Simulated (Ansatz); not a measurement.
Start from SiC in the wurtzite structure (space group P6_3mc, No. 186; a = 3.076 Å, c = 5.048 Å).

Levels (all Ansatz, an electronic-structure program, PAW, earlier PAW set): PBEsol (420 eV, spin-orbit coupling left out); r2SCAN (500 eV, no spin-orbit coupling); HSE06 (420 eV, spin-orbit coupling left out); PBEsol+SOC (420 eV, with spin-orbit coupling).

One geometry, relaxed with PBEsol, under each level:

The valence-band top lists the three highest levels at Γ (Kramers pairs under SOC), from the VBM.

```tsv
level	band gap	lowest conduction level above the VBM at special points	valence-band top at Γ	electron mass	pressure
PBEsol	2.13 eV	K 2.13 eV; M 2.66 eV; L 3.18 eV; Γ 4.73 eV	0.00, 0.00, -0.11 eV	0.26 mₑ along c, 0.43 mₑ across (at K)	0.1 kbar
r2SCAN	2.65 eV	K 2.65 eV; M 3.22 eV; L 3.71 eV; Γ 5.35 eV	–	0.26 mₑ along c, 0.43 mₑ across (at K)	-0.3 kbar
HSE06	3.16 eV	K 3.16 eV; M 3.74 eV; L 4.27 eV; Γ 5.95 eV	–	–	–
PBEsol+SOC	2.12 eV	K 2.12 eV; M 2.65 eV; L 3.17 eV; Γ 4.73 eV	0.00, -0.01, -0.12 eV	0.26 mₑ along c, 0.43 mₑ across (at K)	0.0 kbar
```

Single points use the geometry relaxed with PBEsol. Their cutoffs differ, which shifts pressures a little. HSE06 was sampled on its mesh, a few special points and the semilocal edge points, so its gap is an upper bound. Differences between runs with and without spin-orbit coupling are approximate. Effective masses come from finite differences of ±0.01 Å⁻¹. Whether these cells are dynamically stable was not tested.
